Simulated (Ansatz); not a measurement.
## Au, response to strain

Base system: Au in the fcc (Cu type) structure (space group Fm-3m, No. 225; a = 4.125 Å; relaxed with 0.1 eV smearing).

Strains are applied to the cell and any free atomic positions relax.

Level of theory: Ansatz (an electronic-structure program) r2SCAN, no spin-orbit coupling.

Notes on the quantities. energy relative to the base: free energy F.

```csv
variant,energy relative to the base,shortest interatomic distance,pressure
base,0 meV/atom,2.916 Å,0.0 GPa
isotropic strain −3.00 %,+79 meV/atom,2.829 Å,18.4 GPa
isotropic strain −2.50 %,+54 meV/atom,2.844 Å,14.6 GPa
isotropic strain −2.00 %,+33 meV/atom,2.858 Å,11.1 GPa
isotropic strain −1.50 %,+18 meV/atom,2.873 Å,8.0 GPa
isotropic strain −1.00 %,+7.9 meV/atom,2.887 Å,5.1 GPa
isotropic strain −0.50 %,+1.9 meV/atom,2.902 Å,2.4 GPa
```

Whether these cells are dynamically stable was not tested.
